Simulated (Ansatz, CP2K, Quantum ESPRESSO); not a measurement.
## Code comparison for Sn (I4_1/amd, 2 atoms in the cell)

Zone-centre phonon calculation.

```
Sn
1.0
   -2.91500     2.91500     1.59000
    2.91500    -2.91500     1.59000
    2.91500     2.91500    -1.59000
Sn
2
Direct
  0.25000   0.75000   0.50000
  0.00000   0.00000   0.00000
```

Shared settings, as Ansatz (a program for electronic structure) writes them: kpoints.mp_grid.grid = 8 8 8; scf.occupations.method = gaussian; scf.occupations.width = 0.1 eV. Potentials and cutoffs stand in the table.

| code | model | highest zone-centre frequency (cm⁻¹) | cutoff |
|---|---|---|---|
| Ansatz | PBE, default PAW files | 135 | default |
| Quantum ESPRESSO | PBE, GBRV 1.5 ultrasoft (PBE) pseudopotentials | 135 | 40 Ry |
| CP2K | PBE, GPW, DZVP-MOLOPT-SR-GTH basis, GTH-PBE potentials (GTH_POTENTIALS) | 136 | grid 400 Ry |

The spread over the programs that give each value: highest zone-centre frequency within 1.0 cm⁻¹.

CP2K uses small atom-centred bases, whose incompleteness enters pressures, forces and empty levels differently from a plane-wave cutoff.

The starting cell has typed, rounded lattice constants, without a prior relaxation at this level.

Keys are those of Ansatz 0.2.
